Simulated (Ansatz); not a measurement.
# Relaxation of the atoms of K₅Te₃ (I4/m, 16 atoms in the cell) at several settings

```yaml
crystal:
  lattice:
    - [-6.93055, 6.93055, 3.22340]
    - [6.93055, -6.93055, 3.22340]
    - [6.93055, 6.93055, -3.22340]
  atoms:
    - { symbol: K, position: [0.75000, 0.25000, 0.50000] }
    - { symbol: K, position: [0.25000, 0.75000, 0.50000] }
    - { symbol: Te, position: [0.34500, 0.15560, 0.50060] }
    - { symbol: Te, position: [0.15560, 0.65500, 0.81060] }
    - { symbol: Te, position: [0.65500, 0.84440, 0.49940] }
    - { symbol: Te, position: [0.84440, 0.34500, 0.18940] }
    - { symbol: Te, position: [0.22130, 0.22130, 0.00000] }
    - { symbol: Te, position: [0.77870, 0.77870, 0.00000] }
    - { symbol: K, position: [0.28060, 0.41170, 0.69230] }
    - { symbol: K, position: [0.41170, 0.71940, 0.13110] }
    - { symbol: K, position: [0.71940, 0.58830, 0.30770] }
    - { symbol: K, position: [0.58830, 0.28060, 0.86890] }
    - { symbol: K, position: [0.09030, 0.22450, 0.31480] }
    - { symbol: K, position: [0.22450, 0.90970, 0.13420] }
    - { symbol: K, position: [0.90970, 0.77550, 0.68520] }
    - { symbol: K, position: [0.77550, 0.09030, 0.86580] }
```

Base: PBEsol, default PAW files made with PBE (Ansatz, an electronic-structure program). Its settings: basis.ecutwfc = 420 eV; kpoints.mp_grid.grid = 2 2 2; hamiltonian.xc = pbesol; hamiltonian.pseudopotentials = {kind: paw} (the program's default PAW files); scf.occupations.method = methfessel_paxton; scf.occupations.width = 0.1 eV. Starting volume 38.71 Å³ per atom.

Each line gives the change from the base single point and the result:

- atoms moved at random; relax: default → atoms; relax.f_tol: default → 0.1 eV/Å: pressure -0.57 GPa; largest force (vector length) 0.039 eV/Å; relaxation steps 4; free energy against the base single point -3.7 meV/atom.
- atoms moved at random; relax: default → atoms; relax.f_tol: default → 0.03 eV/Å: pressure -0.58 GPa; relaxation steps 5; free energy against the base single point -3.7 meV/atom.
- atoms moved at random; scf.convergence.dr2_threshold: default (1e-07 eV) → 0.001 eV; relax: default → atoms; relax.f_tol: default → 0.03 eV/Å: pressure -0.57 GPa; largest force (vector length) 0.018 eV/Å; relaxation steps 4; free energy against the base single point -3.7 meV/atom.

The starting cell comes from a database of published, mostly measured structures (it also holds non-ambient and calculated ones), without a prior relaxation at this level. Ansatz's pressure includes its estimate of the finite-basis (Pulay) stress. A gap is left out here, as mesh or smearing make it unsure.

Keys are those of Ansatz 0.2.
